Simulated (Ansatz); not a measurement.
Ansatz (a program for electronic structure), DFT, LDA, plane waves, its default PAW files, spin-polarised: Ba2CoCu2(SO)2, supercell, atoms displaced (from the phase in space group 139, mp-1078706) (O2S2CoCu2Ba2), 9 atoms, spin-polarised from a ferromagnetic start (3 μB on Co, 1 μB on Cu). Basis and mesh were picked for this test and aren't claimed converged.

```json
{
  "cell": "10.28, 10.28, 10.28 Å; 157.5, 157.5, 32°",
  "distance_to_the_nearest_atom": "1.95 to 2.74 Å",
  "task": "single point",
  "k mesh": "4×4×6",
  "hamiltonian.xc": "lda",
  "kind_of_files": "paw",
  "scf.occupations.method": "fermi_dirac",
  "scf.occupations.width": "0.05 eV",
  "output.forces": "true",
  "magnetization.spin_polarized": "true",
  "binding of workers (--pin)": "off",
  "k-point pools (--kpoint-pools)": "1",
  "memory maximum (--max-ram)": "8GiB",
  "accuracy": "medium (default)",
  "basis.precision": "auto (default)",
  "basis.xc_grid": "1 (default)",
  "scf.eigensolver.kind": "auto (default)",
  "scf.convergence.dr2_threshold": "1e-07 (default)",
  "scf.lower_state_search": "light (default)",
  "k-points after symmetry (for each spin)": "52",
  "bands_at_the_start": "63",
  "electrons": "99",
  "plane waves at Γ": "3117",
  "cutoff (eV)": "420",
  "FFT grid": "27×27×72",
  "symmetry_operations": "1"
}
```

One run each.

All on 4 threads. Base settings, kept where nothing else is said: scf.mixing.algorithm = auto (default), scf.mixing.preconditioner = auto (default) (scf.mixing.beta, scf.mixing.ndim not set). The settings tried:
- scf.mixing.algorithm = broyden
- scf.mixing.algorithm = broyden, scf.mixing.preconditioner = kerker
- scf.mixing.preconditioner = kerker
- scf.mixing.algorithm = broyden, scf.mixing.beta = 0.7
- scf.mixing.algorithm = broyden, scf.mixing.beta = 1
- scf.mixing.algorithm = anderson, scf.mixing.ndim = 1
- scf.mixing.preconditioner = local_kerker
- scf.mixing.algorithm = msr1
- the base settings
- scf.mixing.preconditioner = ldos
- scf.mixing.preconditioner = none
- scf.mixing.algorithm = broyden, scf.mixing.beta = 0.1
- scf.mixing.algorithm = broyden, scf.mixing.preconditioner = none
- scf.mixing.preconditioner = resta
- scf.mixing.algorithm = anderson
- scf.mixing.algorithm = broyden, scf.mixing.beta = 0.3
- scf.mixing.preconditioner = kerker_dos

**Question.** Name the extremes by SCF iterations (all cycles of the run, searches included): fewest, most, and any that don't converge.

**Answer.** Fewest SCF iterations (all cycles of the run, searches included), with those close behind: scf.mixing.preconditioner = ldos (15); scf.mixing.preconditioner = kerker_dos (18). Most among those that reach the base run's result: scf.mixing.algorithm = anderson, scf.mixing.ndim = 1 (75). All converged.

```json
[
 {"setting": "scf.mixing.preconditioner = ldos", "SCF iterations (all cycles of the run, searches included)": "15", "applications of H to a band": "223259", "end": "converged"},
 {"setting": "scf.mixing.preconditioner = kerker_dos", "SCF iterations (all cycles of the run, searches included)": "18", "applications of H to a band": "263835", "end": "converged"},
 {"setting": "scf.mixing.preconditioner = local_kerker", "SCF iterations (all cycles of the run, searches included)": "19", "applications of H to a band": "266239", "end": "converged"},
 {"setting": "scf.mixing.algorithm = broyden, scf.mixing.preconditioner = none", "SCF iterations (all cycles of the run, searches included)": "20", "applications of H to a band": "286614", "end": "converged"},
 {"setting": "the base settings", "SCF iterations (all cycles of the run, searches included)": "21", "applications of H to a band": "284996", "end": "converged"},
 {"setting": "scf.mixing.algorithm = msr1", "SCF iterations (all cycles of the run, searches included)": "21", "applications of H to a band": "284996", "end": "converged"},
 {"setting": "scf.mixing.preconditioner = none", "SCF iterations (all cycles of the run, searches included)": "21", "applications of H to a band": "307116", "end": "converged"},
 {"setting": "scf.mixing.preconditioner = kerker", "SCF iterations (all cycles of the run, searches included)": "21", "applications of H to a band": "284996", "end": "converged"},
 {"setting": "scf.mixing.preconditioner = resta", "SCF iterations (all cycles of the run, searches included)": "21", "applications of H to a band": "307116", "end": "converged"},
 {"setting": "scf.mixing.algorithm = broyden, scf.mixing.beta = 0.7", "SCF iterations (all cycles of the run, searches included)": "21", "applications of H to a band": "301362", "end": "converged"},
 {"setting": "scf.mixing.algorithm = broyden", "SCF iterations (all cycles of the run, searches included)": "23", "applications of H to a band": "291167", "end": "converged"},
 {"setting": "scf.mixing.algorithm = anderson", "SCF iterations (all cycles of the run, searches included)": "23", "applications of H to a band": "291419", "end": "converged"},
 {"setting": "scf.mixing.algorithm = broyden, scf.mixing.preconditioner = kerker", "SCF iterations (all cycles of the run, searches included)": "23", "applications of H to a band": "291167", "end": "converged"},
 {"setting": "scf.mixing.algorithm = broyden, scf.mixing.beta = 0.3", "SCF iterations (all cycles of the run, searches included)": "23", "applications of H to a band": "291167", "end": "converged"},
 {"setting": "scf.mixing.algorithm = broyden, scf.mixing.beta = 1", "SCF iterations (all cycles of the run, searches included)": "25", "applications of H to a band": "353395", "end": "converged"},
 {"setting": "scf.mixing.algorithm = broyden, scf.mixing.beta = 0.1", "SCF iterations (all cycles of the run, searches included)": "35", "applications of H to a band": "400698", "end": "converged"},
 {"setting": "scf.mixing.algorithm = anderson, scf.mixing.ndim = 1", "SCF iterations (all cycles of the run, searches included)": "75", "applications of H to a band": "581987", "end": "converged"}
]
```

9 planned settings were not run, for want of time.

Keys are those of Ansatz 0.2.
